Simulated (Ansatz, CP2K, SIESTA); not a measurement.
Code comparison for Sc2Te3 (Immm, 5 atoms in the cell)

Self-consistent single point.

```
Sc2Te3
1.0
   -2.05682     2.92854     6.39020
    2.05682    -2.92854     6.39020
    2.05682     2.92854    -6.39020
Sc Te
2 3
Direct
  0.66236   0.66236   0.00000
  0.33764   0.33764   0.00000
  0.50000   0.00000   0.50000
  0.17644   0.67644   0.50000
  0.82356   0.32356   0.50000
```

Shared settings, as Ansatz (a program for electronic structure) writes them: kpoints.mp_grid.grid = 4 4 4; scf.occupations.method = gaussian; scf.occupations.width = 0.2 eV. Potentials and cutoffs stand in the table.

```json
[
 {"code": "Ansatz", "model": "PBEsol, PAW files made with PBE", "pressure (GPa)": "-2.20", "largest force (eV/Å)": "0.061", "cutoff": "420 eV"},
 {"code": "SIESTA", "model": "GGA PBEsol, numerical atomic orbitals DZP, PseudoDojo PBEsol standard norm-conserving potentials (rewritten from UPF to PSML)", "pressure (GPa)": "-2.12", "largest force (eV/Å)": "0.048", "cutoff": "grid 350 Ry"},
 {"code": "CP2K", "model": "PBEsol, GPW, TZVP-MOLOPT-SR-GTH basis, GTH-PBE potentials (GTH_POTENTIALS)", "pressure (GPa)": "-1.43", "largest force (eV/Å)": "0.059", "cutoff": "grid 600 Ry"}
]
```

Size of the force on each atom (eV/Å): Sizes of forces hide their directions.

| code | Sc1 | Sc2 | Te3 | Te4 | Te5 |
|---|---|---|---|---|---|
| Ansatz | 0.018 | 0.018 | 0.000 | 0.061 | 0.061 |
| SIESTA | 0.035 | 0.035 | 0.000 | 0.048 | 0.048 |
| CP2K | 0.030 | 0.030 | 0.000 | 0.059 | 0.059 |

On Ansatz's run: spin-orbit coupling is off.

The spread over the programs that give each value: pressure within 0.77 GPa; largest force within 0.013 eV/Å.

SIESTA and CP2K use small atom-centred bases, whose incompleteness enters pressures, forces and empty levels differently from a plane-wave cutoff. Ansatz's pressure is given at a fixed set of plane waves, as the other plane-wave codes print theirs.

The shared mesh is coarse (it stands for a supercell whose shortest vector is 16 Å), so the values are not converged in it.

The starting cell comes from a database of computed structures (which also holds hypothetical and non-ambient phases and stackings), without a prior relaxation at this level.

Left out of this page: Elk and FLEUR (not drawn, or without a comparable value).

Keys are those of Ansatz 0.2.
